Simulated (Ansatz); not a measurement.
Worked sum: formation energy of BaTiO3 (P4mm) from the elements

Subject: the formation energy of BaTiO3 (P4mm) from the elements. Reaction: Ti (hcp) + Ba (bcc) + 3/2 O2 (gas) → BaTiO3 (P4mm). A negative value means that the right-hand side lies lower. The value is per atom of the solid.

BaTiO3 (P4mm), 5 atoms in the cell; spin state with PBE: run without spin. Conventional cell: a = b = 3.9856 Å, c = 4.2005 Å, α = β = γ = 90.00°.

Method: Ansatz (a first-principles code), PAW, neutral cells at 0 K with nuclei at rest, on structures from PBE. Ansatz runs with its default PAW set. A dispersion term (D3(BJ), or D4 for r2SCAN) was computed beside these levels and is taken off wherever the name lacks it. Spin-orbit coupling is left out.

Total energies of the cells in eV, at zero smearing width. They compare only within one column; the weights balance every element.

```tsv
cell	atoms	weight	PBE
BaTiO3 (P4mm)	5	+2	-10159.61915
Ti (hcp)	2	−1	-4999.33129
Ba (bcc)	1	−2	-5949.53911
O2 (gas)	2	−3	-1129.93688
```

PBE: 2 × (-10159.61915) − (-4999.33129) − 2 × (-5949.53911) − 3 × (-1129.93688) = -31.018 eV; dividing by 10 atoms gives -3.10 eV/atom.

What follows from the PBE value: A formula unit of BaTiO3 has 5 atoms, so it forms with -3.1018 × 5 = -15.509 eV, or -1496.4 kJ/mol at 96.485 kJ/mol per eV.
